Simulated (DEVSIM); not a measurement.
Device: abrupt Si n-p junction, at 400 K.

| layer (left to right) | material | thickness (μm) | Nd (cm⁻³) | Na (cm⁻³) | τn (s) | τp (s) |
|---|---|---|---|---|---|---|
| 1 | Si | 11.0 | 7.7e16 | - | 1.6e-7 | 1.6e-7 |
| 2 | Si | 120 | - | 4.7e14 | 1.6e-7 | 1.6e-7 |

Left contact: ohmic. Right contact: ohmic. Voltage is applied to the left contact. Recombination: SRH at mid-gap, radiative, Auger. Mobility is μmin + (μ − μmin)/(1 + (N/Nref)^α).

Constants are typed, rounded textbook-type inputs, not results; the design itself was drawn at random and stands for no fabricated device. Values at 300 K; Nc and Nv go as T^1.5, mobilities as T to minus their exponent, the gap by Varshni's rule with the affinity fixed.

```csv
parameter,Si
gap (eV),1.124
affinity (eV),4.05
permittivity,11.7
Nc (cm⁻³),2.86e19
Nv (cm⁻³),3.1e19
μn (cm²/Vs),1417
μp (cm²/Vs),470
"μn,min",52
"μp,min",45
"Nref,n",9.7e16
"Nref,p",2.2e17
αn,0.68
αp,0.72
T exponent of μn,2.3
T exponent of μp,2.2
B (cm³/s),4.7e-15
Cn (cm⁶/s),2.8e-31
Cp (cm⁶/s),9.9e-32
Varshni α (eV/K),0.000473
Varshni β (K),636
```

Simulated with DEVSIM: 1D drift-diffusion, Boltzmann statistics, complete ionisation; no tunnelling, impact ionisation, image-force lowering or self-heating.

The minority lifetime in layer 2 was swept, all else fixed.

| minority lifetime in layer 2 (s) | dark forward voltage at 1 A/cm² (V) |
|---|---|
| 4.8e-9 | 0.858 |
| 1.6e-8 | 0.840 |
| 4.8e-8 | 0.793 |
| 1.6e-7 | 0.688 |
| 4.8e-7 | 0.576 |
| 1.6e-6 | 0.487 |
| 4.8e-6 | 0.444 |

From the first row to the last the dark forward voltage at 1 A/cm² goes from 0.858 to 0.444.
